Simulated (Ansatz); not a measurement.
**A computed series for ZnS: response to strain**

The parent structure is ZnS in the zinc blende structure (space group F-43m, No. 216).

```yaml
crystal:
  lattice:
    - [0.00000, 2.69455, 2.69455]
    - [2.69455, 0.00000, 2.69455]
    - [2.69455, 2.69455, 0.00000]
  atoms:
    - { symbol: Zn, position: [0.00000, 0.00000, 0.00000] }
    - { symbol: S, position: [0.25000, 0.25000, 0.25000] }
```

Strains are applied to the cell and any free atomic positions relax.

The values are results of Ansatz (a quantum-chemistry and plane-wave program), r2SCAN, PAW, cutoff 500 eV, spin-orbit coupling left out, not measurements.

Notes on the quantities. energy relative to the base: free energy F; hole mass: degenerate bands, along [100].

```tsv
change	energy relative to the base	band gap	hole mass	electron mass
base	0 meV/atom	2.70 eV	0.21, 0.68, 0.68 mₑ (at Γ)	0.19 mₑ (at Γ)
isotropic strain −3.00 %	+43 meV/atom	3.13 eV	0.23, 0.60, 0.60 mₑ (at Γ)	0.21 mₑ (at Γ)
isotropic strain −2.50 %	+29 meV/atom	3.06 eV	0.23, 0.62, 0.62 mₑ (at Γ)	0.21 mₑ (at Γ)
isotropic strain −2.00 %	+18 meV/atom	2.99 eV	0.23, 0.63, 0.63 mₑ (at Γ)	0.20 mₑ (at Γ)
isotropic strain −1.50 %	+10 meV/atom	2.91 eV	0.22, 0.64, 0.64 mₑ (at Γ)	0.20 mₑ (at Γ)
isotropic strain −1.00 %	+4.5 meV/atom	2.84 eV	0.22, 0.65, 0.65 mₑ (at Γ)	0.20 mₑ (at Γ)
isotropic strain −0.50 %	+1.1 meV/atom	2.77 eV	0.22, 0.67, 0.67 mₑ (at Γ)	0.20 mₑ (at Γ)
```

Effective masses come from finite differences of ±0.01 Å⁻¹. Stability against distortions was not tested.
